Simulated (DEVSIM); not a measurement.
Device: Cr/La2O3/p-Si capacitor, at 300 K.

Layer 1 from the left is La2O3, thickness (nm) 4.10. Layer 2 from the left is Si, thickness (nm) 14000, Na (cm⁻³) 1.7e15.

Metal gate on the left, work function 4.5 eV. Fixed charge at the semiconductor interface 0 cm⁻² (in units of +e); no interface traps.

Constants are typed, rounded textbook-type inputs, not results; the design itself was drawn at random and stands for no fabricated device. Values at 300 K.

La2O3: gap (eV) 5.8, affinity (eV) 1.8, permittivity 27. Si: gap (eV) 1.124, affinity (eV) 4.05, permittivity 11.7, Nc (cm⁻³) 2.86e19, Nv (cm⁻³) 3.1e19.

Model (solved in DEVSIM): 1D Poisson equation in equilibrium, Boltzmann statistics, complete ionisation; no quantum confinement or tunnelling. Metal contacts follow the ideal Schottky-Mott rule: no Fermi-level pinning, no interface dipoles.

Q: What does the simulation give for the minimum of the low-frequency capacitance?

A: minimum of the low-frequency capacitance 0.0172 μF/cm².
